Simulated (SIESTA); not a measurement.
A user runs SIESTA on KRb2GaI6 (Fm-3m, 10 atoms in the cell) and asks whether the run is sound. The aim is a self-consistent single point with DFT, LDA PW92, numerical atomic orbitals DZP, PseudoDojo LDA standard norm-conserving potentials (rewritten from UPF to PSML).

Cell that was meant: a = 8.7452 Å, b = 8.7452 Å, c = 8.7452 Å, α = 60.00°, β = 60.00°, γ = 60.00°.

Part of the input:

```
# files in the folder: K.psml Rb.psml Ga.psml I.psml (PseudoDojo LDA standard)
SystemName  KRb2GaI7
SystemLabel krb2gai6

NumberOfAtoms                11
NumberOfSpecies              4
%block ChemicalSpeciesLabel
  1 19 K
[...]
     6.183770000    9.555161404    6.183770000  4
     6.183770000    6.183770000    2.812378596  4
     6.183770000    6.183770000    9.555161404  4
     2.988764451    6.268790654    6.224514861  4
%endblock AtomicCoordinatesAndAtomicSpecies

XC.functional                LDA
```

Output, abridged:

```
reinit: Reading from file input.fdf

reinit: System Name: KRb2GaI7
reinit: System Label: krb2gai6

   [... lines left out ...]
siesta: WARNING: Atoms  1336  1342 too close: rij =    0.200002 Ang
siesta: WARNING: Atoms  1347  1353 too close: rij =    0.200002 Ang
siesta: WARNING: Atoms  1358  1364 too close: rij =    0.200002 Ang
siesta: WARNING: Atoms  1369  1375 too close: rij =    0.200002 Ang
new_DM -- step:     1
Initializing Density Matrix...

Attempting to read DM from file... Failed...
DM filled with atomic data:

InitMesh: MESH = 90 x 90 x 90 = 729000
InitMesh: Mesh cutoff (required, used) =   400.000   439.078 Ry

stepf: Fermi-Dirac step function
        iscf     Eharris(eV)        E_KS(eV)     FreeEng(eV)     dDmax    Ef(eV) dHmax(eV)
   scf:    1    -3699.588293    -3878.831664    -3878.831736  1.758861 -2.110170 24.501598
   scf:    2    -3890.896610    -3906.154927    -3906.155000  2.034804 -4.996802  5.867282
   scf:    3    -3910.515977    -3909.290897    -3909.290969  0.359705 -4.243386  2.046523
   scf:    4    -3909.629933    -3909.486391    -3909.486463  0.094666 -4.108079  1.131511
   scf:    5    -3909.576624    -3909.545346    -3909.545418  0.072290 -4.025038  0.409988
   [... 6 lines left out ...]
   scf:   12    -3909.556723    -3909.556725    -3909.556866  0.000232 -4.046832  0.000512
   scf:   13    -3909.556729    -3909.556727    -3909.556866  0.000194 -4.046774  0.000294
   scf:   14    -3909.556725    -3909.556726    -3909.556866  0.000113 -4.046767  0.000087
   scf:   15    -3909.556727    -3909.556726    -3909.556866  0.000032 -4.046758  0.000026
SCF Convergence by DM+H criterion
max |DM_out - DM_in|         :     0.0000321735
max |H_out - H_in|      (eV) :     0.0000258127
SCF cycle converged after 15 iterations

Using DM_out to compute the final energy and forces

siesta: E_KS(eV) =            -3909.5567

siesta: E_KS - E_eggbox =     -3909.5567

siesta: Atomic forces (eV/Ang):
     1    0.732985    0.013210    0.010539
     2    0.018475    0.005453    0.008909
     3    0.016325   -0.006627   -0.011989
     4    0.018457   -0.146847   -0.093177
     5************-7461.630970-3575.723745
     6    0.230745    0.006376    0.003043
     7    0.230011    0.486244    0.005363
     8    0.139942   -0.483751    0.012339
     9    0.215484    0.008527    0.477389
    10    0.159243    0.013285   -0.480544
   [... lines left out ...]
siesta: FreeEng =     -3909.556866
   [... lines left out ...]
siesta:    -2.783750   -1.336218   -0.642647
siesta:    -1.334252   -0.642647   -0.302756

siesta: Cell volume =        472.922503 Ang**3

siesta: Pressure (static):
siesta:                Solid            Molecule  Units
siesta:           0.02683217         -0.00012958  Ry/Bohr**3
siesta:           2.46361613         -0.01189767  eV/Ang**3
siesta:        3947.14820431        -19.06217245  kBar
```

Question: Is anything amiss in this input, and did it matter?

Answer: The run is not sound. The fault is one atom entered twice. Two nuclei at or near one point give a huge ion-ion repulsion and overlapping cores, and the electron count is too high as well. To fix it, remove the duplicate atom. The run converged in 15 iterations without an error; against the sound input the pressure goes from -1.55 to 394.7 GPa, the largest force goes from 0.061 to 17550 eV/Å and no clean gap remains on the mesh (levels overlap or are partly filled), against 0.71 eV before. The full log also holds: “siesta: WARNING: Atoms     5    11 too close: rij =    0.200002 Ang” and “siesta: WARNING: Atoms    16    22 too close: rij =    0.200002 Ang”.

An input that runs soundly differs in these lines (not the only fix; some lines may just follow from the change or write a value another way):
```diff
-SystemName  KRb2GaI7
+SystemName  KRb2GaI6
-NumberOfAtoms                11
+NumberOfAtoms                10
-     2.988764451    6.268790654    6.224514861  4
```

With that input, the run converged in 9 iterations: free energy E − TS -6497.9514 eV; top of the valence band (on the code's own zero) -5.75 eV; gap on the k-point mesh 0.71 eV; pressure -1.55 GPa; largest force (vector length) 0.061 eV/Å (DFT, LDA PW92, numerical atomic orbitals DZP, PseudoDojo LDA standard norm-conserving potentials (rewritten from UPF to PSML)).

On the sound input: the starting cell comes from a database of computed structures (which also holds hypothetical and non-ambient phases and stackings), without a prior relaxation at this level. Spin-orbit coupling is off. Values carry the incompleteness of an atom-centred basis. The basis of the alkali or alkaline-earth atoms may lack their empty d shell, which can raise the gap. The shifted mesh does not hold Γ, so a gap read on it misses any band edge there.
